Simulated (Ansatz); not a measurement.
**A constructed model of the (111) surface of fcc Ag, a layer of Ir in place of the second plane (bottom of the slab: a bare face, its two planes held)**

Level of theory: PBE (plane waves to 420 eV, PAW; Ansatz, a quantum-chemistry and plane-wave program).

Set-up: 6 atoms, 11.9 Å thick at the start with caps and adatoms (thin: gaps and levels are the slab's own); mesh 15x15x1; 0.1 eV smearing; dipole correction on; 2 atoms held, the rest relaxed; start symmetry kept, larger cells not searched; no spin, no spin-orbit, no U. In PBE it lies 0.10 eV a 1x1 cell over the lowest computed structure of the same composition (a layer of Ir in place of the third plane).

```
Property                                         Value
-----------------------------  -----------------------
work function of the top face                  4.66 eV
energy released by relaxation                 0.034 eV
cost                           roughly 50 core-seconds
```
